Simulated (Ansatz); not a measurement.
An H-capped Ge nanowire along [110], 6 atoms a period besides the caps, stretched and compressed along its axis from its relaxed period of 4.209 Å, atoms relaxed at each length.

Computed with PBE (plane waves to 420 eV, PAW; Ansatz, a first-principles code). Mesh 1×1×8. No spin polarisation. Isolated but for its images some 11 Å away. An idealised model, cut from the bulk lattice. Only distortions within the start's symmetry and period were free. Values not marked SOC lack spin–orbit coupling. Buckling under compression is shut out by symmetry and the short period. Energies are free energies at a Fermi–Dirac width of 0.02 eV, from the unstrained cell.

| strain (%) | energy (meV a period) | axial force (nN) | PBE gap (eV) |
|---|---|---|---|
| -3.0 | +56 | -1.49 | 2.41 |
| -1.5 | +14 | -0.71 | 2.35 |
| 0.0 | 0 | 0.00 | 2.28 |
| +1.5 | ? | ? | ? |
| +3.0 | ? | ? | ? |
| +6.0 | +182 | +2.15 | 1.97 |

**Question.** What belongs in the gaps?

**Answer.** 
- +1.5, energy (meV a period): +13
- +1.5, axial force (nN): +0.63
- +1.5, PBE gap (eV): 2.21
- +3.0, energy (meV a period): +49
- +3.0, axial force (nN): +1.20
- +3.0, PBE gap (eV): 2.13
